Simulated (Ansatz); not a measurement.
Levels about the gap of amorphous silicon oxynitride (Si24O45N2) (71 atoms in a cell of 1072 Å³, 2.20 g/cm³; zone centre alone, so wide bands show as single levels with stretches between that a denser mesh fills), at the geometry that PBE relaxed, where it gives 0.1 GPa on a denser mesh. The participation number counts the atoms over which a state spreads; weights are charges in smoothed Voronoi cells. The levels come from a single point, so bond lengths are those of that geometry. Method of the levels: PBE, scalar-relativistic without spin-orbit coupling (Ansatz, a quantum-chemistry and plane-wave program). Sampling: the zone centre alone; Fermi-Dirac width 0.02 eV; no spin polarisation. At PBE the levels at both edges of the gap are localised (band-tail or defect states), and the nearest spread-out levels lie 5.1 eV apart at the zone centre.

The cell was made by melting and quenching with the CHGNet potential and then relaxed with DFT. O and N atoms were pushed apart under 1.9 Å during the dynamics, to hinder bonds among them. The hot cell started wider than the set density and was brought back towards it in steps. It is the lowest in DFT energy of 2 quenches. It is a model cell: composition and starting density were chosen by hand, and all elements were melted together. No dispersion term was used. Its density started from a set value of 2.20 and ended at 2.20 g/cm³. The simulated quench (nominally 400 K/ps over its main leg) is rapid and tends to freeze in more defects than a deposited or slowly cooled glass has. Values belong to this one cell and scatter from quench to quench. The volume was held where the preparation left it and the shape relaxed, at a PBE pressure of 0.1 GPa.

```
E - E(highest filled), eV  filling  participation number        largest on  weight O  weight N  weight Si
-------------------------  -------  --------------------  ----------------  --------  --------  ---------
-2.43                       filled                  15.1   N, 3 neighbours      0.79      0.14       0.06
-2.34                       filled                  11.4   O, 2 neighbours      0.92      0.02       0.05
-2.26                       filled                   9.2   N, 3 neighbours      0.73      0.22       0.05
-2.13                       filled                   2.6   O, 1 neighbours      0.74      0.15       0.11
-1.71                       filled                   1.7   O, 1 neighbours      0.94      0.00       0.06
-0.44                       filled                   1.9   N, 2 neighbours      0.16      0.71       0.13
0.00                        filled                   1.8   N, 2 neighbours      0.15      0.73       0.12
1.64                         empty                   5.7  Si, 3 neighbours      0.52      0.00       0.48
2.64                         empty                   3.2  Si, 3 neighbours      0.44      0.00       0.55
2.84                         empty                  10.3  Si, 3 neighbours      0.56      0.01       0.43
3.78                         empty                  19.8  Si, 3 neighbours      0.59      0.01       0.39
4.13                         empty                  10.3  Si, 3 neighbours      0.58      0.01       0.42
4.44                         empty                  33.6  Si, 3 neighbours      0.57      0.04       0.39
4.78                         empty                  42.7  Si, 4 neighbours      0.58      0.03       0.39
```

Most localised among these is the filled level at -1.71 eV, on a O atom, which has 1 neighbours (Si 1.53 Å).
